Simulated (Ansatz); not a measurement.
The starting structures come from a database of crystals and need not be the phases stable at ambient conditions.

Inside the gap of an insulator the Bloch states are evanescent, with a wavenumber k + iκ along the transport direction.

Data:

```
CELL_PARAMETERS angstrom
      4.15835     0.00000     0.00000
      0.00000    15.89540     0.00000
      0.00000     0.00000     7.62781
ATOMIC_POSITIONS crystal
  La 0.75000 0.20475 0.14618
  La 0.25000 0.79525 0.85382
  La 0.25000 0.70475 0.35382
  La 0.75000 0.29525 0.64618
  La 0.75000 0.54415 0.76424
  La 0.25000 0.45585 0.23576
  La 0.25000 0.04415 0.73576
  La 0.75000 0.95585 0.26424
  S  0.75000 0.56701 0.37122
  S  0.25000 0.43299 0.62878
  S  0.25000 0.06701 0.12878
  S  0.75000 0.93299 0.87122
  S  0.75000 0.78043 0.14568
  S  0.25000 0.21957 0.85432
  S  0.25000 0.28043 0.35432
  S  0.75000 0.71957 0.64568
  S  0.25000 0.89050 0.48825
  S  0.75000 0.10950 0.51175
  S  0.75000 0.39050 0.01175
  S  0.25000 0.60950 0.98825
```

Space group of this cell: Pnma. The cell is taken as given.

Transport runs along the normal of the first two printed cell vectors.

No gap correction and no spin-orbit coupling; mid-gap values are interpolated between computed energies.

Q: State the band gap and the smallest decay constant κ at mid-gap according to r2SCAN run with Ansatz (a first-principles code).

A: Gap 1.34 eV on a 8×2×4 mesh; κ = 0.258 1/Å, at the zone centre.
